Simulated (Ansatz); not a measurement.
Base system: Hf in the hcp (Mg type) structure (space group P6_3/mmc, No. 194; a = 3.1983 Å, c = 5.0488 Å; relaxed with 0.1 eV smearing). Axes: x lies along a and z along c of the hexagonal cell.

Method: plane-wave PAW DFT at the r2SCAN level (Ansatz, a quantum-chemistry and plane-wave program, 500 eV), no spin-orbit coupling.

Before the change:

- Shortest interatomic distance: 3.128 Å

Modification: a pure shear with ε_xz = ε_zx = -0.0150; the atoms relax in the strained cell.

Task: What does the calculation give for the energy relative to the base after the change?

Result: The energy rises by 3.7 meV/atom.

Task: Predict the new stress.

Result: The stress (xx, yy, zz, yz, xz, xy; compression positive) is (0.0, 0.0, 0.1, 0.0, 1.8, 0.0) GPa.

Task: Predict the new shortest interatomic distance.

Result: The shortest interatomic distance decreases by 0.039 Å, from 3.128 Å to 3.089 Å.

No phonon test of stability was made. The final runs are not spin-polarised.
